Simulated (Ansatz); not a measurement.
Take PbO₂ in the rutile structure (space group P4_2/mnm, No. 136; a = 5.082 Å, c = 3.444 Å) as the base.

Level of theory: PBE (Ansatz, a quantum-chemistry and plane-wave program, PAW, without spin-orbit coupling).

Strains are applied to the cell and any free atomic positions relax.

One change was made to it. Results:

| quantity | base | after |
|---|---|---|
| pressure (mean of the normal stresses, compression positive) | 0.0 GPa | -3.9 GPa |
| energy relative to the base (free energy F) | 0 meV/atom | +6.7 meV/atom |
| band gap | zero | zero |

Problem. Which change produced these results?
(A) isotropic strain +1.20 %
(B) isotropic strain +3.00 %
(C) isotropic strain +0.60 %

Solution. A, isotropic strain +1.20 %. For comparison, the energy relative to the base in the other runs: isotropic strain +0.60 % gives +1.7 meV/atom; isotropic strain +3.00 % gives +39 meV/atom.

Spin-orbit coupling, missing from the scalar runs, can matter with Pb. No phonon test of stability was made. All final runs are without spin polarisation. Gaps under 0.05 eV, about the width of the smearing, are given as zero. The zero or small gap of PbO2 can change with the level of theory.
